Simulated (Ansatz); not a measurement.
The starting structures come from a database of crystals and need not be the phases stable at ambient conditions.

 Where the default PAW files enter, the runs use the earlier of Ansatz's two default sets.

Tunnelling through a barrier is set by its complex band structure: the current falls as exp(−2κd) with the smallest κ.

Consider the following.

```yaml
crystal:
  lattice:
    - [3.91039, 0.00000, 0.00000]
    - [0.00000, 11.31446, 0.00000]
    - [0.00000, 0.00000, 3.91039]
  atoms:
    - { symbol: Rb, position: [0.50000, 0.50000, 0.50000] }
    - { symbol: La, position: [0.50000, 0.00000, 0.50000] }
    - { symbol: Ta, position: [0.00000, 0.79632, 0.00000] }
    - { symbol: Ta, position: [0.00000, 0.20368, 0.00000] }
    - { symbol: O, position: [0.00000, 0.00000, 0.00000] }
    - { symbol: O, position: [0.50000, 0.83441, 0.00000] }
    - { symbol: O, position: [0.50000, 0.16559, 0.00000] }
    - { symbol: O, position: [0.00000, 0.83441, 0.50000] }
    - { symbol: O, position: [0.00000, 0.16559, 0.50000] }
    - { symbol: O, position: [0.00000, 0.63702, 0.00000] }
    - { symbol: O, position: [0.00000, 0.36298, 0.00000] }
```

Space group of this cell: P4/mmm. The cell is taken as given; by r2SCAN its mean pressure is -4.4 GPa.

Transport runs along the normal of the first two printed cell vectors, the (100) plane of the conventional cell.

The gap is the functional's own, uncorrected, and κ follows it; spin-orbit coupling is left out. Mid-gap values are interpolated between the computed energies.

Compute, with Ansatz (a first-principles code) with r2SCAN, the band gap and the smallest decay constant κ at mid-gap.

Gap 2.80 eV on a 8×4×8 mesh; κ = 0.307 1/Å, at the zone centre.
